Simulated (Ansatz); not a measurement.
Consider the following.

```
CdS
1.0
    4.07411     0.00000     0.00000
   -2.03706     3.52828     0.00000
    0.00000     0.00000     6.79603
Cd S
2 2
Cartesian
  0.00000   2.35219   0.02072
  2.03706   1.17609   3.41873
  0.00000   2.35219   2.54139
  2.03706   1.17609   5.93940
```

No spin polarisation.

Level of theory: LDA (Ansatz, a first-principles code, PAW, no spin-orbit coupling). Settings: 9×9×5 k-points, 0.05 eV Fermi–Dirac smearing.

Estimate the gap character.

Direct at Γ.

What band gap does the calculation give?

0.92 eV.

Predict the valence-band top at Γ (three highest levels, from the VBM).

0.00, 0.00, -0.14 eV.

What pressure (mean of the normal stresses, compression positive) does the calculation give?

-1.56 GPa.

The cells carry an imposed strain or load. No phonon test of stability was made. The cell was made from CdS in the wurtzite structure (space group P6_3mc, No. 186) by this change: uniaxial strain ε_zz = +2.40 %.
